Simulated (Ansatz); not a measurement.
Defect: interstitial O in bcc Ta, neutral cell. The step: a concerted move, in which O travels most; the atom moves 1.66 Å along (0.00, 0.00, 0.50) of the unit cell; the moving atom starts with neighbours 2 Ta at 2.01, 4 Ta at 2.31 Å and ends with 2 Ta at 2.01, 4 Ta at 2.31 Å. A PBE band in Ansatz (plane-wave PAW, a 2×2×3 k-point mesh shifted by half a step, 36 host sites, 32 SCF runs with any check of the saddle's order, static, no finite-size correction) gives a forward barrier of 0.83 eV. The saddle point's order was not checked, and it lies on a symmetry element of the cell, where a band can be held. Sites that were not tried may lie lower.

Single points at the band's start and saddle point can refine it. Rough cost of one point, in units of the band's mean SCF on the same machine:

| Level | Cost of one point |
|---|---|
| PBE, a 3×3×4 k-point mesh shifted by half a step | about 3 |
| r2SCAN at 500 eV, a 2×2×3 k-point mesh shifted by half a step | about 3 |

Question: Which of these move the barrier by more than 0.1 eV, and how far does each move it?

Answer: Not one does. PBE, a 3×3×4 k-point mesh shifted by half a step: +0.02 eV; r2SCAN at 500 eV, a 2×2×3 k-point mesh shifted by half a step: +0.08 eV. Each functional is compared with PBE at the same k-points.

Ansatz is a program for electronic structure.
